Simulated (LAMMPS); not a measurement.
Size effects in liquid CdS (wurtzite) at 1930 K and zero pressure.

Method: classical MD, pair style sw, file CdTeZnSeHgS0.sw, run in LAMMPS.

```json
[
 {"atoms": "96", "volume": "31.3 ± 0.1 Å³/atom", "first peak of g(r), Cd-S": "2.58 Å, height 4.5", "D(Cd)": "(3.6 ± 0.4) × 10^-5 cm²/s", "D(S)": "(3.3 ± 1.0) × 10^-5 cm²/s", "viscosity": "2.8 ± 0.2 mPa s", "rough cost (core-seconds per simulated ps)": "0.05"},
 {"atoms": "192", "volume": "31.1 ± 0.1 Å³/atom", "first peak of g(r), Cd-S": "2.62 Å, height 4.1", "D(Cd)": "(3.7 ± 0.7) × 10^-5 cm²/s", "D(S)": "(3.5 ± 0.2) × 10^-5 cm²/s", "viscosity": "-", "rough cost (core-seconds per simulated ps)": "0.24"},
 {"atoms": "3696", "volume": "31.17 ± 0.08 Å³/atom", "first peak of g(r), Cd-S": "2.60 Å, height 4.1", "D(Cd)": "(4.7 ± 0.2) × 10^-5 cm²/s", "D(S)": "(4.6 ± 0.2) × 10^-5 cm²/s", "viscosity": "3.0 ± 0.7 mPa s", "rough cost (core-seconds per simulated ps)": "3"},
 {"atoms": "15840", "volume": "31.24 ± 0.02 Å³/atom", "first peak of g(r), Cd-S": "2.61 Å, height 4.1", "D(Cd)": "(4.65 ± 0.05) × 10^-5 cm²/s", "D(S)": "(4.68 ± 0.03) × 10^-5 cm²/s", "viscosity": "-", "rough cost (core-seconds per simulated ps)": "13"}
]
```

Periodic images slow diffusion in small cells, by a term that falls as 1/L. Costs are rough.

Caution (rows 96; 3696): enthalpy drifts during the constant-pressure average: a transition or slow ageing; fluctuation values are void.

Caution: at ambient pressure real CdS sublimes or decomposes before or as it melts, so this liquid is the model's.

Caution: a run this short can hold a crystal over, or a liquid under, the potential's own melting point, which these runs don't give.

Errors of D are the spread over four groups of atoms in one short run; a floor of about 5 %, a picked value, is safer.

The ± values are statistical; the model's systematic error is not in them.
